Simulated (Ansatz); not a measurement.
Predicting one run from its neighbours: the energy against the cutoff, ZnInGaO4 (R3m, 7 atoms in the cell)

```
ZnInGaO4
1.0
    1.64750     0.95118     8.69000
   -1.64750     0.95118     8.69000
    0.00000    -1.90237     8.69000
In Ga Zn O
1 1 1 4
Direct
  0.00000   0.00000   0.00000
  0.78290   0.78290   0.78290
  0.21710   0.21710   0.21710
  0.87180   0.87180   0.87180
  0.12820   0.12820   0.12820
  0.70720   0.70720   0.70720
  0.29280   0.29280   0.29280
```

Method of the run: PBE, PAW files (plane waves; Ansatz, a quantum-chemistry and plane-wave program).

Base settings: basis.ecutwfc = 420 eV; kpoints.mp_grid.grid = 8 8 8; hamiltonian.xc = pbe; hamiltonian.pseudopotentials = {kind: paw} (the program's default PAW files); scf.occupations.method = fermi_dirac; scf.occupations.width = 0.1 eV.

The last step of the ladder, which sets the zero, is basis.ecutwfc = 840 eV.

The starting cell was generated: these elements placed on a structure prototype, without a prior relaxation; it need not be a known phase or ordering of this composition. Forces in the cell shown exceed 1 eV/Å. The run gives no clean gap (levels at the Fermi energy touch, overlap or are partly filled at this smearing), which alone does not show that the compound is a metal.

An empirical form for the window shown: the miss falls exponentially with the largest wave vector, which goes as √cutoff: ln(ΔF) = a + b·√cutoff.

```
basis.ecutwfc  √cutoff (√eV)  F less the last step's (meV/atom)  ln of it
-------------  -------------  ---------------------------------  --------
250 eV                15.811                            1125.46     7.026
295 eV                17.176                                  ?         ?
335 eV                18.303                              65.52     4.182
380 eV                19.494                              13.68     2.616
420 eV                20.494                               3.94     1.371
```

Problem. Fit the line to the 4 rows given and predict the withheld one.

Solution. Means: x̄ = 18.526, ȳ = 3.7988. Σ(x − x̄)(y − ȳ) = -14.77 and Σ(x − x̄)² = 12.23, so b = -1.208 and a = ȳ − b·x̄ = 26.178; ΔF halves for each 0.57 in √cutoff. The largest residual of the fitted rows is 0.11. At x = 17.176 the line gives 5.429, that is 228 meV/atom. The run gave 256.54 meV/atom, a miss of 28.54 meV/atom (11 %). The table is a window of a longer ladder. The rows were chosen because the form fits them, the withheld one included, so this shows the method and is no test of the form.

Left out of this page: 6 runs of the series outside the window shown, repeating another row's setting, or not comparable.

Keys are those of Ansatz 0.2.
